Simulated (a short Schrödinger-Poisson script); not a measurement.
System: MOS inversion layer, Al2O3 on p-type Si(100), at 300 K.

| layer | material | thickness (nm) | Na (cm⁻³) |
|---|---|---|---|
| 1 | Al2O3 | 1.4 | - |
| 2 | Si | 310 | 1.9e18 |

Constants are typed, rounded textbook-type inputs, not results; the design itself was drawn at random and stands for no fabricated device. Al2O3: permittivity 9, conduction-band edge (eV) 2.7, gap (eV) 6.8, electron mass (mₑ) 0.3. Si: permittivity 11.7, conduction-band edge (eV) 0, gap (eV) 1.124, Nv at 300 K (cm⁻³) 3.1e19.

Channel valleys (confinement mass, in-plane density-of-states mass, number): Δ2 0.916, 0.19, 2; Δ4 0.19, 0.417, 4. At the gate the conduction-band edge of layer 1 lies 2.82 eV − eVg above the Fermi level of the channel; the field vanishes at the back. Gaps are held at their typed values at every temperature. Mesh 0.03 nm at interfaces.

From a short Schrödinger-Poisson script (our own, NumPy): 1D Poisson equation in equilibrium, electrons quantum, Hartree (BenDaniel-Duke, 12 states a valley, the channel's in-plane mass for all, wave functions free to enter the dielectric), parabolic valleys, classical holes, full ionisation, no traps, pinning or gate leakage.

The same stack at other levels of the model or other numerical settings:

```csv
run,sheet density of all electrons at Vg = 0.95 V (cm⁻²),sheet density of all electrons at Vg = 0.35 V (cm⁻²),capacitance at Vg = 0.95 V (μF/cm²),centroid of the channel electrons at Vg = 0.95 V (nm),rough cost against the base
base,1.21e13,3.09e11,3.74,1.07,about 1
"electrons treated as classical, Boltzmann",2.02e13,2.11e12,5.25,0.20,0.03
"electrons treated as classical, Fermi-Dirac",1.72e13,1.88e12,4.41,0.40,0.2
mesh six times as coarse,1.21e13,3.06e11,3.73,1.07,0.3
one subband a valley,1.21e13,3.06e11,3.74,1.06,0.4
```

The classical rows ignore confinement, and Boltzmann statistics overrate the density once the band edge passes the Fermi level.
